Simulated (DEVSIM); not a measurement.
System: Pt/SiON/p-Ge capacitor, at 250 K.

```csv
layer (left to right),material,thickness (nm),Na (cm⁻³)
1,SiON,19.0,-
2,Ge,1200,2.6e17
```

Metal gate on the left, work function 5.6 eV. Fixed charge at the semiconductor interface 6.8e11 cm⁻² (in units of +e); interface traps 2.3e12 cm⁻² eV⁻¹, uniform in energy, neutral level at 0.3 of the gap above the valence band.

Constants are typed, rounded textbook-type inputs, not results; the design itself was drawn at random and stands for no fabricated device. Values at 300 K; Nc and Nv go as T^1.5, mobilities as T to minus their exponent, the gap by Varshni's rule with the affinity fixed.

```tsv
parameter	SiON	Ge
gap (eV)	7	0.664
affinity (eV)	1.4	4
permittivity	5.5	16
Nc (cm⁻³)	-	1.04e19
Nv (cm⁻³)	-	6e18
Varshni α (eV/K)	-	0.000477
Varshni β (K)	-	235
```

Model (solved in DEVSIM): 1D Poisson equation in equilibrium, Boltzmann statistics, complete ionisation; no quantum confinement or tunnelling. Metal contacts follow the ideal Schottky-Mott rule: no Fermi-level pinning, no interface dipoles.

**Question.** Give the band bending (positive: bands bend down) and minority sheet density.

**Answer.** 
| Vg (V) | ψs (V) | minority carriers (cm⁻²) |
|---|---|---|
| -0.4 | -0.056 | < 1e8 |
| 0.2 | -0.015 | < 1e8 |
| 0.8 | 0.067 | < 1e8 |
| 1.4 | 0.199 | < 1e8 |
| 2 | 0.358 | < 1e8 |
| 2.6 | 0.529 | 1.4e10 |
| 3.2 | 0.612 | 5.4e11 |
